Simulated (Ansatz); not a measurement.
# PtSb2, pressure series

The reference is PtSb2 (space group Pa-3, No. 205; a = 6.5533 Å).

Cell and atoms are relaxed at each pressure.

All numbers come from DFT with PBE, PAW potentials and a 420 eV plane-wave cutoff in Ansatz (a first-principles code), scalar-relativistic without spin-orbit coupling.

| pressure (GPa) | volume per atom (Å³/atom) |
|---|---|
| -2 | 23.930 |
| -1 | 23.685 |
| 0 | 23.453 |
| 0.3 | 23.387 |
| 0.7 | 23.300 |
| 1.5 | 23.131 |
| 3 | 22.833 |
| 7.5 | ? |
| 10 | 21.686 |

Task: Fit the third-order Birch–Murnaghan form P(V) = (3B₀/2)[(V₀/V)^(7/3) − (V₀/V)^(5/3)]·[1 + (3/4)(B₀′ − 4)((V₀/V)^(2/3) − 1)] (squares taken in P) to the rows shown and predict the withheld row.

Result: Least squares on the printed values gives V₀ = 23.453 Å³/atom, B₀ = 105 GPa, B₀′ = 5.1; this predicts 22.058 Å³/atom, and the run gives 22.058 Å³/atom, in agreement.

Load acts through the strain it causes; cell and atoms are relaxed under it. Whether these cells are dynamically stable was not tested. Competing high-pressure phases were not computed. All final runs are without spin polarisation.
